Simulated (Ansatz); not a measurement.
# Effect of biaxial strain −4.28 %, plane normal [001], relaxed out of plane on CrCuO2

Start from CrCuO2 (space group R-3m, No. 166; a = 3.013 Å, c = 17.112 Å (hexagonal axes); ferromagnetic). Axes: x lies along a and z along c of the hexagonal cell.

Now apply this change: biaxial strain −4.28 %, plane normal [001], relaxed out of plane (Cartesian); in-plane vectors clamped, the third vector and the atoms free.

All numbers come from PBE (Ansatz, a program for electronic structure), no spin-orbit coupling. k-mesh 13×13×13 (Γ-centred); smearing 0.05 eV (Fermi–Dirac).

The space group is still R-3m (No. 166) and the shortest interatomic distance grows by 0.012 Å (1.856 Å → 1.868 Å). The energy rises by 34 meV/atom and the band gap falls by 0.254 eV (1.08 eV → 0.82 eV) (an upper bound: an edge found on the path is not a true extremum; the changed cell). The magnetic state is still ferromagnetic and the largest site moment decreases by 0.067 μB to 2.36 μB. The out-of-plane strain is +2.45 % and the ratio −ε⊥/ε∥ comes out as 0.57. The mean in-plane stress (compression positive) amounts to +11.9 GPa.

Final structure (turned so that z lies along the plane normal):

```
CrCuO2
1.0
    2.88376     0.00000     0.00000
    1.44188     2.49741     0.00000
    1.44188    -0.83247     5.84366
Cu Cr O
1 1 2
Direct
  0.00000   0.00000   0.00000
  0.00000   0.50000   0.50000
  0.78691   0.10654   0.31963
  0.21309   0.89346   0.68037
```

Stability against distortions was not tested. No Hubbard U is applied and the magnetic state is the run's own (CrCuO2 ferromagnetic); other magnetic orders, which need larger cells, were not tried and can change the gap. Where the two band edges lie in opposite spin channels, the gap is a spin-flip gap.
